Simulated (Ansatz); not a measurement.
Abridged Ansatz (a quantum-chemistry and plane-wave program) output:

```
Relaxation: its limit of steps is 50 (relax.max_steps)
Pseudopotential: H, paw, valence charge 1
Pseudopotential: Li, paw, valence charge 3
Crystal: 2 atoms, lattice volume = 16.193 Å³
Basis set: ecut = 500 eV, 409 PW (Γ), exchange–correlation on 96×96×96 points (64 copies of the dense FFT grid, shifted against one another)
Bands: 6, of which v1, the nominal top of the filled ones, is band 2 counted from 1 (1 counted from 0)
Symmetry: 2 space group operations
k-points: 1376 of 2744
Functional: x = r2scan, c = r2scan; τ floored in thin density (d = 2e-4 eV/Å³)
SCF iter   1: F=—  HF=-222.015681 eV  |F-HF|=—  |Δ(HF+E_count)|=         —  Δρ=5.94e-2  dr2=5.13e-1  dr2_τ=3.54e-3  ethr=3.10e-3  ⟨swp⟩=5.8  Hψ=67213  notcnv=0
SCF iter   2: F=—  HF=-222.002984 eV  |F-HF|=—  |Δ(HF+E_count)|=   1.27e-2  Δρ=2.19e-2  dr2=7.50e-2  dr2_τ=1.10e-3  ethr=3.10e-3  ⟨swp⟩=3.0  Hψ=26141  notcnv=0
SCF 1 converged in 7 iterations: F = -222.012110 eV  dr2 = 1.84e-11
relax step   1: F+E_penalty+E_count = -222.01211035 eV  Δ(F+E_penalty+E_count) = +0.000e0 eV  max|allowed force component| = 0.000e0 eV/Å  Δτ_max = 0.0000 Å  (7 SCF iters, accepted)
Crystal: 2 atoms, lattice volume = 16.193 Å³
SCF iter   1: F=—  HF=-222.012110 eV  |F-HF|=—  |Δ(HF+E_count)|=         —  Δρ=3.37e-7  dr2=1.84e-11  dr2_τ=7.07e-13  ethr=1.00e-12  ⟨swp⟩=1.0  Hψ=76813  notcnv=0
SCF iter   2: F=-222.012110 eV  HF=-222.012110 eV  |F-HF|=1.82e-12  |Δ(HF+E_count)|=  2.44e-12  Δρ=1.31e-7  dr2=2.69e-12  dr2_τ=4.01e-14  ethr=1.00e-12  ⟨swp⟩=3.0  Hψ=17295  notcnv=0
SCF 2 converged in 2 iterations: F = -222.012110 eV  dr2 = 2.69e-12
SCF converged after 2 iterations
Free energy (F): -222.012110 eV
Internal energy: -222.012110 eV  (E = F + TS)
E sigma→0 (E₀):  -222.012110 eV
Fermi energy:    2.238668 eV
--- Forces (eV/Å), atoms counted from 1 ---
  atom   1  H      0.00000000     0.00000000     0.00000000
  atom   2  Li     0.00000000     0.00000000     0.00000000
--- Stress (GPa, compression-positive) ---
       -0.345332      -1.857090      -0.753657
       -1.857090      -0.457328      -0.645235
       -0.753657      -0.645235      -0.150027
  P = ⅓ Tr σ = -0.3176 GPa (-3.176 kbar)
--- Relaxed structure (1 steps of the walk, 1 accepted, 0 SCFs on fresh bases) ---
  atoms:
    - { symbol: H, position: [0.0, 0.0, 0.0] }
    - { symbol: Li, position: [0.4999999999999999, 0.4999999999999999, 0.4999999999999999] }
```

What was computed, and what are the main results?

LiH, 2 atoms in the cell, with DFT with r2SCAN, PAW potentials and a 500 eV plane-wave cutoff in Ansatz, no SOC, earlier PAW set. The last SCF converged to F = -222.012110 eV, or -111.0061 eV per atom, at a pressure of -0.32 GPa. The total energy compares only with runs of the same code, potentials and settings.

The cells carry an imposed strain or load. Stability against distortions was not tested. The cell was made from LiH in the rock salt structure (space group Fm-3m, No. 225) by this change: strain tensor (xx, yy, zz, yz, xz, xy) = (+0.40, +0.56, −0.01, +0.59, +0.70, +1.82) %.

Keys are those of Ansatz 0.2.
